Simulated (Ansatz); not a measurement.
Ansatz (a program for electronic structure) run on Ba₂H₃I (P3m1, 6 atoms in the cell): self-consistent single point.

Level of theory: LDA (PW92), default PAW files made with PBE (plane waves; Ansatz).

The change in words: lattice scaled by 0.98; basis.ecutrho_ratio: default → 6. Reference geometry:
```
Ba2H3I
1.0
    4.51372     0.00000     0.00000
   -2.25686     3.90899     0.00000
    0.00000     0.00000     8.07895
Ba H I
2 3 1
Direct
  0.66667   0.33333   0.69091
  0.33333   0.66667   0.31528
  0.66667   0.33333   0.35610
  0.33333   0.66667   0.64390
  0.00000   0.00000   0.50000
  0.00000   0.00000   0.00000
```

Reference input (self-consistent single point, DFT, LDA (PW92), plane waves, default PAW files made with PBE): basis.ecutwfc = 30.9 Ry; kpoints.mp_grid.grid = 6 6 3; hamiltonian.xc = lda; hamiltonian.pseudopotentials = {kind: paw} (the program's default PAW files); scf.occupations.method = fixed. This run's input differs from it in these lines:

Ansatz 0.2 input:
```diff
@@ -3,5 +3,5 @@
   lattice:
-    - [4.51371800, 0.00000000, 0.00000000]
-    - [-2.25685900, 3.90899500, 0.00000000]
-    - [0.00000000, 0.00000000, 8.07895200]
+    - [4.42344400, 0.00000000, 0.00000000]
+    - [-2.21172200, 3.83081500, 0.00000000]
+    - [0.00000000, 0.00000000, 7.91737300]
   atoms:
@@ -15,2 +15,3 @@
   ecutwfc: 30.9 Ry
+  ecutrho_ratio: 6
 kpoints:
```

Log, with long lists cut:

```
SCF iter   1: F=—  HF=-18967.566645 eV  |F-HF|=—  |Δ(HF+E_count)|=         —  Δρ=8.41e-3  dr2=8.05e-2  ethr=1.77e-3  ⟨swp⟩=5.6  Hψ=1930  notcnv=0  defer=63
all-band conjugate gradients solve this SCF's bands
preconditioner: auto → Resta (q_TF=auto, 2.230 Å⁻¹)
SCF iter   2: F=—  HF=-18967.543494 eV  |F-HF|=—  |Δ(HF+E_count)|=   2.32e-2  Δρ=3.42e-3  dr2=1.35e-2  ethr=2.01e-4  ⟨swp⟩=2.1  Hψ=675  notcnv=0  defer=67
SCF iter   3: F=—  HF=-18967.539716 eV  |F-HF|=—  |Δ(HF+E_count)|=   3.78e-3  Δρ=4.70e-4  dr2=2.03e-4  ethr=3.37e-5  ⟨swp⟩=3.0  Hψ=635  notcnv=0  defer=68
SCF iter   4: F=—  HF=-18967.539720 eV  |F-HF|=—  |Δ(HF+E_count)|=   4.02e-6  Δρ=1.19e-4  dr2=2.13e-5  ethr=5.07e-7  ⟨swp⟩=2.0  Hψ=744  notcnv=0  defer=68
SCF iter   5: F=—  HF=-18967.539716 eV  |F-HF|=—  |Δ(HF+E_count)|=   4.69e-6  Δρ=2.21e-5  dr2=9.12e-7  ethr=5.32e-8  ⟨swp⟩=2.0  Hψ=696  notcnv=0  defer=65
SCF iter   6: F=-18967.539716 eV  HF=-18967.539716 eV  |F-HF|=5.29e-9  |Δ(HF+E_count)|=   5.24e-8  Δρ=4.76e-6  dr2=2.79e-8  ethr=2.50e-10  ⟨swp⟩=14.8  Hψ=3625  notcnv=0
SCF 1 converged in 6 iterations: F = -18967.539716 eV  dr2 = 2.79e-8
Free energy (F): -18967.539716 eV
Internal energy: -18967.539716 eV  (E = F + TS)
E sigma→0 (E₀):  -18967.539716 eV
Fermi energy:    7.144291 eV
--- Forces (eV/Å), atoms counted from 1 ---
  atom   1  Ba    -0.00000000     0.00000000    -0.21247237
  atom   2  Ba     0.00000000    -0.00000000     0.04646491
  atom   3  H      0.00000000    -0.00000000     0.05720292
  atom   4  H     -0.00000000     0.00000000     0.02681094
  atom   5  H      0.00000000    -0.00000000     0.02907077
  atom   6  I      0.00000000     0.00000000     0.05297553
--- Stress (GPa, compression-positive) ---
       -1.039812      -0.000000      -0.000000
       -0.000000      -1.039812       0.000000
       -0.000000       0.000000      -1.363810
  P = ⅓ Tr σ = -1.1478 GPa (-11.478 kbar)
  The stress holds the Pulay correction. Without it, at fixed plane waves, as pw.x and ABINIT print it: P = -1.1927 GPa
```

The run converged in 6 iterations. Against the reference run the free energy goes down by 17.7 meV/atom, the pressure goes from -2.83 to -1.15 GPa, the largest force goes from 0.253 to 0.212 eV/Å and the gap on the mesh goes from 2.021 to 1.992 eV.

The starting cell comes from a database of computed structures (which also holds hypothetical and non-ambient phases and stackings), without a prior relaxation at this level. Its lattice was rescaled by up to half a per cent. One atom was moved a little off its site on purpose. For this run, on top of that: lattice scaled by 0.98. Spin-orbit coupling is off. Ansatz's pressure includes its estimate of the finite-basis (Pulay) stress.
